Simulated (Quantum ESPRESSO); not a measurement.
Quantum ESPRESSO 7.5, DFT, PBE, plane waves, SSSP 1.1.2 efficiency PBE: rock-salt TiC, 2 atoms. Basis and mesh were picked for this test and aren't claimed converged.

```json
{
 "cell": "3.06, 3.06, 3.06 Å; 60, 60, 60°",
 "task": "scf",
 "k mesh": "16×16×16",
 "ecutwfc": "45 Ry",
 "ecutrho": "360 Ry",
 "occupations": "smearing",
 "smearing": "mv",
 "degauss": "0.02 Ry",
 "conv_thr": "2e-09 Ry",
 "tprnfor": "true",
 "tstress": "false",
 "k-point pools (-nk)": "4",
 "diagonalization": "david (default)",
 "k-points computed": "145",
 "bands": "12",
 "electrons": "16",
 "G-vectors of the density": "15665",
 "FFT grid": "36×36×36",
 "symmetry_operations": "48"
}
```

It runs on a single node (AMD EPYC (Zen 5), 96 cores on 1 socket, no SMT, 12 L3 cache groups; 94 cores' worth of CPU time may be used).

Times are wall-clock medians of two to five runs, from launch to exit, with nothing else on the machine. Processes are pinned to neighbouring cores unless said otherwise. The build: conda-forge: Open MPI 5.0, OpenMP, OpenBLAS 0.3.34 (pthreads), FFTW, ScaLAPACK, ELPA; another build can shift the numbers. Scratch files lie in a memory file system.

All on 4 ranks. Base settings, kept where nothing else is said: mixing_ndim = 8 (default), mixing_mode = plain (default), mixing_beta = 0.7 (default). The candidates, on 4 cores each, agree within 1.0 meV/atom in energy:
A. mixing_mode = local-TF, mixing_beta = 0.2
B. mixing_ndim = 16
C. mixing_mode = TF, mixing_beta = 0.2
D. mixing_ndim = 2
E. mixing_mode = TF, mixing_beta = 0.4
F. the base settings

Task: Which choice gives the shortest wall time?

Result: D (mixing_ndim = 2), 3.2 s. At the other end B takes 1.8× as long.

```
candidate  wall time            repeats  SCF iterations
---------  ---------  -----------------  --------------
D              3.2 s  3 runs within 1 %              12
C              3.5 s  3 runs within 1 %              14
E              3.6 s  3 runs within 1 %              14
A              3.7 s  3 runs within 1 %              15
F              4.1 s  3 runs within 1 %              17
B              5.7 s  3 runs within 1 %              29
```

From the slowest to the fastest: The largest move is in FFTs of H·ψ (vloc_psi): 2.0 s to 0.93 s.
